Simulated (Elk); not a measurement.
A self-consistent single point of V (Im-3m, 1 atom in the cell) with Elk.

Method of the run: Elk with PBE, all-electron FP-LAPW, Elk's shipped species files, APW+lo basis with extra local orbitals.

```
V
1.0
   -1.50743     1.50743     1.50743
    1.50743    -1.50743     1.50743
    1.50743     1.50743    -1.50743
V
1
Cartesian
  0.00000   0.00000   0.00000
```

Reference input (self-consistent single point, DFT, PBE, all-electron FP-LAPW, Elk's shipped species files, APW+lo basis with extra local orbitals): xctype = 20; rgkmax = 8; swidth = 0.00367493 Ha; ngridk = 9 9 9; gmaxvr = 16 1/bohr; nxlo = 2; lorbcnd = true; rmtscf = 0.97; lmaxi = 3; maxscl = 100. This run's input differs from it in these lines:

```diff
@@ -45,3 +45,3 @@
 ngridk
-  9 9 9
+  15 15 15
```

Output, abridged:

```
│ Self-consistent loop started │
│ Loop number : 1 │
 total energy                :     -947.691071451
│ Loop number : 2 │
 total energy                :     -947.783008387
RMS change in Kohn-Sham potential (target) :   0.2664296710     (  0.1000000000E-05)
Absolute change in total energy (target)   :   0.9193693617E-01 (  0.1000000000E-03)
│ Loop number : 3 │
 total energy                :     -947.828946199
RMS change in Kohn-Sham potential (target) :   0.2604032533     (  0.1000000000E-05)
Absolute change in total energy (target)   :   0.6892204646E-01 (  0.1000000000E-03)
│ Loop number : 4 │
   [... lines left out ...]
Absolute change in total energy (target)   :   0.3120141782E-02 (  0.1000000000E-03)
│ Loop number : 11 │
 total energy                :     -949.373568481
RMS change in Kohn-Sham potential (target) :   0.1110278709E-04 (  0.1000000000E-05)
Absolute change in total energy (target)   :   0.5493075784E-03 (  0.1000000000E-03)
│ Loop number : 12 │
 total energy                :     -949.373331742
RMS change in Kohn-Sham potential (target) :   0.5216012258E-06 (  0.1000000000E-05)
Absolute change in total energy (target)   :   0.9941215262E-04 (  0.1000000000E-03)
Convergence targets achieved

│ Loop number : 13 │

Energies :
 Fermi                       :     0.352894363130
 total energy                :     -949.373316965

Density of states at Fermi energy :    46.59158225
 (states/Hartree/unit cell)

Estimated indirect band gap :   0.1188656296E-02
 from k-point     75 to k-point     19
Estimated direct band gap   :   0.5308534427E-02
 at k-point     10

Charges :
 core                        :    10.00000000
 valence                     :    13.00000000
 interstitial                :    1.466705927
 muffin-tins (core leakage)
  species :    1 (V)
   atom    1                 :    21.53329407     (  0.2459863424E-09)
 total in muffin-tins        :    21.53329407
 total calculated charge     :    23.00389566
 total charge                :    23.00000000
 error                       :   0.3895659665E-02

│ Self-consistent loop stopped │
```

The run converged in 13 iterations. The count includes the last loop, which Elk runs after its targets are met. Against the reference run the free energy falls by 1.9 meV/atom.

The starting cell has typed, rounded lattice constants, without a prior relaxation at this level. Its lattice was rescaled by up to half a per cent. Spin polarisation is off. Values depend on the basis (sphere radii, cutoffs, local orbitals), which need not be converged. The log's line on a gap gives a spacing of levels on this mesh, which the program prints for metals too.
